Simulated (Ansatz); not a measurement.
## LiF: energy against volume

LiF (rock salt, Fm-3m, 8.047 Å³/atom and stress up to 0.01 GPa in the relaxed cell, cube axes along x, y and z) under an equal strain ε along all three axes. PBEsol in Ansatz, a plane-wave DFT program (PAW, default set), 420 eV, 14×14×14 Γ-centred mesh, Fermi-Dirac smearing 0.05 eV; ions are relaxed, or left where forces stay under 0.02 eV/Å, within the symmetry of each cell.

Here V stands for volume and E for E less E0.

```csv
volume (Å³/atom),E less E0 (meV/atom),pressure (GPa)
7.5740,6.92,4.95
7.6905,3.86,3.58
7.8082,1.65,2.31
7.9271,0.40,1.11
8.0472,0.00,-0.01
8.1685,0.39,-1.05
8.2910,1.61,-2.03
8.4148,3.50,-2.94
8.5398,6.13,-3.79
8.7934,?,?
```

Question: Fit E against V with the third-order Birch-Murnaghan form, a cubic in V^(-2/3), and predict the withheld value at V = 8.7934.

Answer: With u = V^(-2/3) - 0.249, the rows have u = 0.010288, 0.007663, 0.005077, 0.002530, 0.000021, -0.002450, -0.004884, -0.007285, -0.009649. Least squares gives E = -0.003 - 5.37·u + 65673·u² + 35904·u³. Residuals (row less fit): -0.012, 0.032, -0.017, -0.004, 0.003, -0.014, 0.024, -0.008, -0.001; standard error 0.021 (degrees of freedom: 5). Its minimum lies at u = 0.000041, so V0 = (0.249041)^(-3/2) = 8.046. There d²E/du² = 131400 and d³E/du³ = 215400, so B0 = (4/9) × 8.046^(-7/3) × 131400 × 0.160218 = 72.1 GPa (the last factor turns the table's units into GPa), and B0' = 4 + (2/3) × 0.249041 × (215400)/131400 = 4.3. B0' rests on the cubic coefficient alone and has a standard error of 0.3 from these residuals. At the withheld row, u = -0.014274, so E = -0.003 - 5.37 × (-0.014274) + 65673 × (-0.014274)² + 35904 × (-0.014274)³ = 13.350 meV/atom. The calculation gives 13.35 meV/atom, which the fit meets to the printed digits. The row lies outside the fitted rows, so this is an extrapolation. From the scatter of the fitted rows alone, a prediction at this place has a standard error of 0.087 meV/atom, so the miss is 0.0 times that.

Other structures, which can take over under pressure, weren't tried. The same form fitted to the pressure column gives B0' = 4.2; series where the two differ by over 0.4 aren't shown. Rows are the converged runs of the series near zero and its far end, less any whose ions stayed unrelaxed beside relaxed ones; series whose fitted rows scatter by over a few per cent of the range, as at a crossing or softening among them, aren't shown in this form.
